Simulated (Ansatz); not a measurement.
## CdTe, response to strain

Consider CdTe in the rock salt structure (space group Fm-3m, No. 225; a = 6.0005 Å; relaxed with 0.1 eV smearing). Axes: x, y, z lie along the cube axes.

Strains are applied to the cell and any free atomic positions relax; under biaxial strain the out-of-plane vector relaxes too.

Calculations: PBEsol/PAW in Ansatz (a program for electronic structure), no SOC.

Notes on the quantities. pressure: mean of the normal stresses, compression positive; energy relative to the base: free energy F.

```tsv
change	pressure	energy relative to the base	space group	volume per atom
base	0.0 GPa	0 meV/atom	Fm-3m (No. 225)	27.01 Å³
biaxial strain −0.66 %, plane normal [001], relaxed out of plane	0.5 GPa	+0.9 meV/atom	I4/mmm (No. 139)	26.77 Å³
biaxial strain −0.26 %, plane normal [001], relaxed out of plane	0.2 GPa	+0.1 meV/atom	I4/mmm (No. 139)	26.91 Å³
biaxial strain −1.78 %, plane normal [111], relaxed out of plane	0.9 GPa	+4.0 meV/atom	R-3m (No. 166)	26.59 Å³
biaxial strain −0.86 %, plane normal [111], relaxed out of plane	0.4 GPa	+0.9 meV/atom	R-3m (No. 166)	26.80 Å³
biaxial strain +4.83 %, plane normal [111], relaxed out of plane	___	+27 meV/atom	R-3m (No. 166)	28.17 Å³
isotropic strain −1.43 %	2.7 GPa	+9.2 meV/atom	Fm-3m (No. 225)	25.86 Å³
uniaxial strain ε_zz = −4.66 %	___	+23 meV/atom	I4/mmm (No. 139)	25.75 Å³
uniaxial strain ε_zz = −3.46 %	___	+12 meV/atom	I4/mmm (No. 139)	26.07 Å³
tensor shear ε_xy = −0.68 %	0.0 GPa	+0.3 meV/atom	Immm (No. 71)	27.01 Å³
```

What belongs in the blanks?


- biaxial strain +4.83 %, plane normal [111], relaxed out of plane, pressure: -2.2 GPa
- uniaxial strain ε_zz = −4.66 %, pressure: 3.3 GPa
- uniaxial strain ε_zz = −3.46 %, pressure: 2.3 GPa

Stability against distortions was not tested. All final runs are without spin polarisation. This is not the structure that CdTe has at room temperature and ambient pressure.
